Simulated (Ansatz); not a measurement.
NiSi2 (space group Fm-3m, No. 225; non-magnetic)

```xyz
3
Lattice="0.0000 2.7223 2.7223 2.7223 0.0000 2.7223 2.7223 2.7223 0.0000" Properties=species:S:1:pos:R:3 pbc="T T T"
Ni     0.0000     0.0000     0.0000
Si     1.3612     1.3612     1.3612
Si     4.0835     4.0835     4.0835
```

Level of theory: PBE (Ansatz, a first-principles code; PAW; 420 eV plane waves; no SOC). Γ-centred 15×15×15 mesh, Fermi–Dirac width 0.05 eV.

| Quantity | Result |
|---|---|
| Volume per atom | 13.45 Å³ |
| Density | 4.73 g/cm³ |
| Band gap | zero |
| Total energy | -2370.802 eV/atom (σ→0; compares only within this code and set-up) |

No phonon test of stability was made. Seeded moments were not kept for the base. All final runs are without spin polarisation.
